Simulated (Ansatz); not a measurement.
## CuGaSe2: stress against strain

CuGaSe2 (chalcopyrite, I-42d, 22.644 Å³/atom and stress up to 0.01 GPa in the relaxed cell, c along z) under an equal strain ε in the (001) plane with the normal axis free, as in a coherent film. PBE in Ansatz, a plane-wave DFT program (PAW, default set), 420 eV, 8×8×8 Γ-centred mesh, Fermi-Dirac smearing 0.05 eV; ions are relaxed, or left where forces stay under 0.02 eV/Å, within the symmetry of each cell. Stress is positive for a compressed cell.

Here s stands for strain and y for stress xx.

```csv
strain (%),stress xx (GPa)
-3.00,?
-1.50,1.22
-0.75,0.60
0.00,0.00
0.75,-0.57
1.50,-1.11
```

Fit y of the 5 rows that show it with a straight line. Means: s 0, y 0.028. About the means, the sum of products is -4.3725 and the sum of squares of s is 5.6250; the slope is their ratio. Least squares gives y = 0.028 - 0.7773·s. Residuals (row less fit): 0.026, -0.011, -0.028, -0.015, 0.028; standard error 0.029 (degrees of freedom: 3). The slope gives the biaxial elastic modulus of this plane = 78 ± 1 GPa (± standard error of the fit, which holds the terms cut off).

**Question.** What does the fit predict for y at s = -3.00, and how far is the calculated value from it?

**Answer.** y = 0.028 - 0.7773 × (-3.00) = 2.360 GPa. The calculation gives 2.55 GPa, 0.190 GPa above the prediction (5.2 % of the range of y in the table). The row lies outside the fitted rows, so this is an extrapolation. From the scatter of the fitted rows alone, a prediction at this place has a standard error of 0.049 GPa, so the miss is 3.9 times that.

A polynomial of degree 2 through the 8 other runs of the series gives 2.55 there, so most of the miss is curvature that the fit leaves out. This level leaves no gap over 0.05 eV at strain -0.75, 0.00, 0.75 %. Rows are the converged runs of the series near zero and its far end; series whose fitted rows scatter by over a few per cent of the range, as at a crossing or softening among them, aren't shown in this form, nor equations of state whose B0' disagrees with the runs' pressures. Most that stay on the fit to the last digits aren't either.
